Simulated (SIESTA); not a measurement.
```xyz
2
Lattice="2.8536 0.0000 0.0000 0.0000 2.8536 0.0000 0.0000 0.0000 2.8536" Properties=species:S:1:pos:R:3 pbc="T T T"
Mn     0.0023    -0.0083     0.0307
Co     1.4245     1.4351     1.3961
```
Moments meant for the start (each program seeds them in its own way; μB, in the order of the atoms Mn Co): 4.0 3.0.

Method of the run: GGA PBEsol, numerical atomic orbitals TZP, PseudoDojo PBEsol standard norm-conserving potentials (rewritten from UPF to PSML) run with SIESTA.

The set-up and first iterations of a SIESTA log for MnCo (P1, 2 atoms in the cell):

```
reinit: Reading from file input.fdf

reinit: System Name: MnCo
reinit: System Label: siesta

NOTE on units for spin output:
{S} is the spin magnetic moment, in units of the Bohr magneton,
assuming a g-factor for the electron spin of exactly 2.
The spin magnetic moment is then numerically equal to the charge inbalance,
in units of electrons, between the spin-up and -down channels.

coor:   Atomic-coordinates input format  =     Cartesian coordinates
coor:                                          (in units of alat)

siesta: Atomic coordinates (Bohr) and species
siesta:      0.00444  -0.01563   0.05807  1        1
siesta:      2.69182   2.71189   2.63819  2        2

siesta: System type = bulk

initatomlists: Number of atoms, orbitals, and projectors:      2    50    36

siesta: ******************** Simulation parameters ****************************
redata: Spin configuration                          = collinear
   [... lines left out ...]
diag: Parallel block-size                           = 51
diag: Parallel distribution                         =     1 x     1
diag: Used triangular part                          = Lower
diag: Absolute tolerance                            =  0.100E-15
diag: Orthogonalization factor                      =  0.100E-05
diag: Memory factor                                 =  1.0000

superc: Internal auxiliary supercell:     5 x     5 x     5  =     125
superc: Number of atoms, orbitals, and projectors:    250   6250   4500

                        Single-point calculation

superc: Internal auxiliary supercell:     5 x     5 x     5  =     125
superc: Number of atoms, orbitals, and projectors:    250   6250   4500

outcell: Unit cell vectors (Ang):
        2.853600    0.000000    0.000000
        0.000000    2.853600    0.000000
        0.000000    0.000000    2.853600

outcell: Cell vector modules (Ang)   :    2.853600    2.853600    2.853600
outcell: Cell angles (23,13,12) (deg):     90.0000     90.0000     90.0000
outcell: Cell volume (Ang**3)        :     23.2370
new_DM -- step:     1
Initializing Density Matrix...

Attempting to read DM from file... Failed...
DM filled with atomic data (user-defined):

InitMesh: MESH = 30 x 30 x 30 = 27000
InitMesh: Mesh cutoff (required, used) =   300.000   305.463 Ry

stepf: Methfessel-Paxton step function
       Using Hermite-Gauss polynomials of order  0
        iscf     Eharris(eV)        E_KS(eV)     FreeEng(eV)     dDmax    Ef(eV) dHmax(eV)
   scf:    1    -7087.941287    -7109.545237    -7109.629293  1.360358 -1.957171 15.369435
     spin moment: {S} , |S| = {        0.0        0.0    4.50804 }     4.50804
   scf:    2    -7115.316457    -7113.124013    -7113.215827  0.196006 -2.701913 11.115376
     spin moment: {S} , |S| = {        0.0        0.0    4.33879 }     4.33879
   scf:    3    -7116.321373    -7115.334816    -7115.423589  0.180439 -3.546933  7.622992
     spin moment: {S} , |S| = {        0.0        0.0    4.60473 }     4.60473
   scf:    4    -7116.756553    -7116.710456    -7116.805113  0.198214 -4.598410  1.392005
     spin moment: {S} , |S| = {        0.0        0.0    4.57450 }     4.57450
   scf:    5    -7116.454430    -7116.675701    -7116.767204  0.071781 -4.235049  2.327062
     spin moment: {S} , |S| = {        0.0        0.0    4.39034 }     4.39034
   scf:    6    -7116.876465    -7116.812636    -7116.877106  0.086819 -4.476138  1.599047
     spin moment: {S} , |S| = {        0.0        0.0    4.01421 }     4.01421
   scf:    7    -7116.518838    -7116.804086    -7116.873012  0.022820 -4.501989  1.863571
     spin moment: {S} , |S| = {        0.0        0.0    4.04166 }     4.04166
   scf:    8    -7116.840808    -7116.880814    -7116.948254  0.018959 -4.485003  0.558397
     spin moment: {S} , |S| = {        0.0        0.0    4.05120 }     4.05120
   [... lines left out ...]
```

Task: How does the run end?

Result: The run converged in 26 iterations. Convergence of the loop says nothing yet on basis, mesh or lower states. It ends on: free energy E − TS -7116.9599 eV; Fermi level (on the code's own zero) -4.40 eV; pressure -13.50 GPa; largest force (vector length) 0.409 eV/Å; size of the cell's spin moment 4.03 μB; site moments (μB, in the program's spheres or projections) Mn 2.90, Co 1.13. The log goes on:

```
     spin moment: {S} , |S| = {        0.0        0.0    4.02889 }     4.02889
   scf:   19    -7116.896729    -7116.896729    -7116.959927  0.000022 -4.404072  0.001675
   [... lines left out ...]
   scf:   23    -7116.896723    -7116.896724    -7116.959927  0.000018 -4.404334  0.000996
     spin moment: {S} , |S| = {        0.0        0.0    4.02901 }     4.02901
   scf:   24    -7116.896722    -7116.896723    -7116.959927  0.000014 -4.404380  0.000849
     spin moment: {S} , |S| = {        0.0        0.0    4.02903 }     4.02903
   scf:   25    -7116.896722    -7116.896722    -7116.959927  0.000012 -4.404417  0.000733
     spin moment: {S} , |S| = {        0.0        0.0    4.02904 }     4.02904
   scf:   26    -7116.896721    -7116.896722    -7116.959927  0.000009 -4.404446  0.000632
     spin moment: {S} , |S| = {        0.0        0.0    4.02906 }     4.02906
SCF Convergence by DM+H criterion
max |DM_out - DM_in|         :     0.0000093968
max |H_out - H_in|      (eV) :     0.0006320509
SCF cycle converged after 26 iterations

Using DM_out to compute the final energy and forces

siesta: E_KS(eV) =            -7116.8967

siesta: E_KS - E_eggbox =     -7116.8967

siesta: Atomic forces (eV/Ang):
     1   -0.027511    0.093793   -0.373659
     2    0.023991   -0.088993    0.398885
   Tot   -0.003520    0.004800    0.025226
   Max    0.398885
   Res    0.229775    sqrt( Sum f_i^2 / 3N )
   Max    0.398885    constrained

Stress tensor Voigt[x,y,z,yz,xz,xy] (kbar):      135.15      135.24      134.60        2.26       -0.58        0.24
(Free)E + p*V (eV/cell)    -7118.9178
Target enthalpy (eV/cell)    -7116.9599

siesta: Program's energy decomposition (eV):
siesta: FreeEng =     -7116.959927

siesta: Atomic forces (eV/Ang):
siesta:      1   -0.027511    0.093793   -0.373659
   [... lines left out ...]
siesta: Cell volume =         23.236959 Ang**3
siesta:        -134.99695388       -144.92807175  kBar
   [... lines left out ...]
   2  7.952   0.956   0.445  -0.384   0.307   1.002   1.002   1.002   0.186
              0.186   0.186   0.800   0.799   0.494   0.799   0.494  -0.092

             -0.092  -0.057  -0.092  -0.057   0.040   0.040  -0.027   0.040

             -0.027

mulliken: Qtot =       13.985

Mulliken Atomic Populations:
Atom #   charge [q] valence [e]      Sz [e]  Species
     1     0.032086   14.967914    2.901443  Mn
     2    -0.032086   17.032086    1.127614  Co
 Total    -0.000000                4.029058
```

For comparison: a first run was changed to give this one (atoms moved at random), and from it to this one the free energy rises by 6.7 meV/atom, the pressure goes from -14.55 to -13.50 GPa, the largest force goes from 0.000 to 0.409 eV/Å and the size of the net moment stays at 2.01 μB/atom.

The starting cell comes from a database of computed structures (which also holds hypothetical and non-ambient phases and stackings), without a prior relaxation at this level. For this run, on top of that: atoms moved at random. The magnetic order is the one reached from the typed start; others were not searched systematically. Values carry the incompleteness of an atom-centred basis. With a pressure of about -13 GPa the cell is away from its equilibrium volume at this level.

The run was DFT, GGA PBEsol, numerical atomic orbitals TZP, PseudoDojo PBEsol standard norm-conserving potentials (rewritten from UPF to PSML). Main settings of its input:

- XC.functional = GGA
- XC.authors = PBEsol
- potentials = PseudoDojo PBEsol standard
- PAO.BasisSize = TZP
- PAO.EnergyShift = 0.01 Ry
- MeshCutoff = 300 Ry
- kgrid.MonkhorstPack = 12 12 12
- OccupationFunction = MP
- OccupationMPOrder = 0
- ElectronicTemperature = 3156.43 K
- Spin = polarized
- DM.InitSpin = [1 +4.00, 2 +3.00]
